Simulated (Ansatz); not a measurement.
Electronic density of states of amorphous Ti₂₀O₄₁Mg, density 3.58 g/cm³, on a 2×2×2 Γ-centred mesh with a Gaussian width of 0.1 eV; energies count from the Fermi level, whose place inside the gap is arbitrary. Cell and mesh are small, so fine structure isn't converged. Method: PBE, scalar-relativistic without spin-orbit coupling (plane waves to 420 eV, PAW; Ansatz, a quantum-chemistry and plane-wave program). Sampling: a 2×2×2 Γ-centred mesh; Fermi-Dirac width 0.02 eV; no spin polarisation. At PBE the levels at the filled edge of the gap are localised (band-tail or defect states).

It comes from a melt-quench run on a machine-learned potential (CHGNet), relaxed afterwards by DFT. O atoms were pushed apart under 1.9 Å during the dynamics, to hinder bonds among them. The hot cell started wider than the set density and was brought back towards it in steps. It is the lowest in DFT energy of 2 quenches. It is a model cell: composition and starting density were chosen by hand, and all elements were melted together. No dispersion term was used. Its density started from a set value of 3.58 and ended at 3.58 g/cm³. Cooling (nominally 240 K/ps over its main leg) ran many orders faster than in experiment, which tends to leave more defects and strain. Values belong to this one cell and scatter from quench to quench. The volume was held where the preparation left it and the shape relaxed, at a PBE pressure of 2.5 GPa. Stress components on the final sampling reach 2.6 GPa. On a 2×2×2 Γ-centred mesh force components of up to 0.13 eV/Å stay, since the relaxation ran on the zone centre alone.

(E - EF (eV), states/(eV atom)): (-12.00, 0.00); (-11.90, 0.00); (-11.80, 0.00); (-11.70, 0.00); (-11.60, 0.00); (-11.50, 0.00); (-11.40, 0.00); (-11.30, 0.00); (-11.20, 0.00); (-11.10, 0.00); (-11.00, 0.00); (-10.90, 0.00); (-10.80, 0.00); (-10.70, 0.00); (-10.60, 0.00); (-10.50, 0.00); (-10.40, 0.00); (-10.30, 0.00); (-10.20, 0.00); (-10.10, 0.00); (-10.00, 0.00); (-9.90, 0.00); (-9.80, 0.00); (-9.70, 0.00); (-9.60, 0.00); (-9.50, 0.00); (-9.40, 0.00); (-9.30, 0.00); (-9.20, 0.00); (-9.10, 0.00); (-9.00, 0.00); (-8.90, 0.00); (-8.80, 0.00); (-8.70, 0.00); (-8.60, 0.00); (-8.50, 0.00); (-8.40, 0.00); (-8.30, 0.00); (-8.20, 0.00); (-8.10, 0.00); (-8.00, 0.00); (-7.90, 0.00); (-7.80, 0.00); (-7.70, 0.00); (-7.60, 0.00); (-7.50, 0.00); (-7.40, 0.00); (-7.30, 0.00); (-7.20, 0.00); (-7.10, 0.00); (-7.00, 0.00); (-6.90, 0.00); (-6.80, 0.00); (-6.70, 0.00); (-6.60, 0.00); (-6.50, 0.00); (-6.40, 0.01); (-6.30, 0.05); (-6.20, 0.13); (-6.10, 0.20); (-6.00, 0.29); (-5.90, 0.48); (-5.80, 0.64); (-5.70, 0.70); (-5.60, 0.76); (-5.50, 0.78); (-5.40, 0.81); (-5.30, 0.91); (-5.20, 0.93); (-5.10, 0.94); (-5.00, 1.02); (-4.90, 1.11); (-4.80, 1.10); (-4.70, 1.08); (-4.60, 1.07); (-4.50, 0.97); (-4.40, 0.90); (-4.30, 0.87); (-4.20, 0.85); (-4.10, 0.86); (-4.00, 0.86); (-3.90, 0.79); (-3.80, 0.76); (-3.70, 0.78); (-3.60, 0.86); (-3.50, 0.83); (-3.40, 0.82); (-3.30, 0.79); (-3.20, 0.82); (-3.10, 0.86); (-3.00, 0.90); (-2.90, 0.91); (-2.80, 0.86); (-2.70, 0.86); (-2.60, 0.86); (-2.50, 0.88); (-2.40, 0.89); (-2.30, 0.86); (-2.20, 0.86); (-2.10, 0.84); (-2.00, 0.82); (-1.90, 0.79); (-1.80, 0.80); (-1.70, 0.78); (-1.60, 0.72); (-1.50, 0.63); (-1.40, 0.49); (-1.30, 0.25); (-1.20, 0.05); (-1.10, 0.00); (-1.00, 0.00); (-0.90, 0.00); (-0.80, 0.00); (-0.70, 0.00); (-0.60, 0.00); (-0.50, 0.00); (-0.40, 0.00); (-0.30, 0.00); (-0.20, 0.00); (-0.10, 0.00); (0.00, 0.00); (0.10, 0.00); (0.20, 0.00); (0.30, 0.00); (0.40, 0.00); (0.50, 0.00); (0.60, 0.00); (0.70, 0.00); (0.80, 0.00); (0.90, 0.00); (1.00, 0.00); (1.10, 0.00); (1.20, 0.05); (1.30, 0.22); (1.40, 0.43); (1.50, 0.52); (1.60, 0.61); (1.70, 0.70); (1.80, 0.80); (1.90, 0.93); (2.00, 0.98); (2.10, 1.02); (2.20, 1.03); (2.30, 1.00); (2.40, 0.98); (2.50, 0.94)

The level gap on this mesh is 2.58 eV; the broadening fills part of it in the curve.
